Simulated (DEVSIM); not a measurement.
Device: abrupt GaAs p-n junction, at 400 K.

```
layer (left to right)  material  thickness (μm)  Nd (cm⁻³)  Na (cm⁻³)  τn (s)  τp (s)
---------------------  --------  --------------  ---------  ---------  ------  ------
1                          GaAs            2.00          -     1.2e17  1.9e-8  1.9e-8
2                          GaAs             200     5.5e14          -  1.9e-8  1.9e-8
```

Left contact: ohmic. Right contact: ohmic. Voltage is applied to the left contact. Recombination: SRH at mid-gap, radiative. Mobility is constant in doping.

Constants are typed, rounded textbook-type inputs, not results; the design itself was drawn at random and stands for no fabricated device. Values at 300 K; Nc and Nv go as T^1.5, mobilities as T to minus their exponent, the gap by Varshni's rule with the affinity fixed.

| parameter | GaAs |
|---|---|
| gap (eV) | 1.424 |
| affinity (eV) | 4.07 |
| permittivity | 12.9 |
| Nc (cm⁻³) | 4.7e17 |
| Nv (cm⁻³) | 9e18 |
| μn (cm²/Vs) | 8500 |
| μp (cm²/Vs) | 400 |
| T exponent of μn | 2.1 |
| T exponent of μp | 2.2 |
| B (cm³/s) | 2e-10 |
| Varshni α (eV/K) | 0.000541 |
| Varshni β (K) | 204 |

Simulated with DEVSIM: 1D drift-diffusion, Boltzmann statistics, complete ionisation; no tunnelling, impact ionisation, image-force lowering or self-heating.

The minority lifetime in layer 2 was swept, all else fixed.

| minority lifetime in layer 2 (s) | dark forward voltage at 1 A/cm² (V) |
|---|---|
| 5.7e-10 | 0.776 |
| 1.9e-9 | 0.786 |
| 5.7e-9 | 0.797 |
| 1.9e-8 | 0.813 |
| 5.7e-8 | 0.828 |
| 1.9e-7 | 0.840 |
| 5.7e-7 | 0.846 |

From the first row to the last the dark forward voltage at 1 A/cm² goes from 0.776 to 0.846.
